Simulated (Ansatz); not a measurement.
## Ca3P2 (Pm-3m, No. 221, 5 atoms in the cell; start mp-1013547)

The numbers are results of PBE0 (Ansatz, a first-principles code, plane waves, PAW), not measurements.

Settings: plane-wave cutoff 460 eV, 4×4×4 k mesh, Fermi–Dirac smearing 0.01 eV, scalar-relativistic PAW data made under PBE.

Cell (relaxed with PBEsol):

Space group Pm-3m (No. 221); a = 5.242 Å, b = 5.242 Å, c = 5.242 Å, α = 90.00°, β = 90.00°, γ = 90.00°

```tsv
atom	site	symmetry	x	y	z
Ca	3c	4/mm.m	0.0000	0.5000	0.5000
P	1a	m-3m	0.0000	0.0000	0.0000
P	1b	m-3m	0.5000	0.5000	0.5000
```

```yaml
band_gap: 1.58 eV (on the SCF k mesh) (direct)
```

Note: cell and atoms aren't relaxed at this level (pressure 1.3 GPa).

Computed values are for the static lattice.

A start named mp-… is a Materials Project structure, which need not be a measured phase.
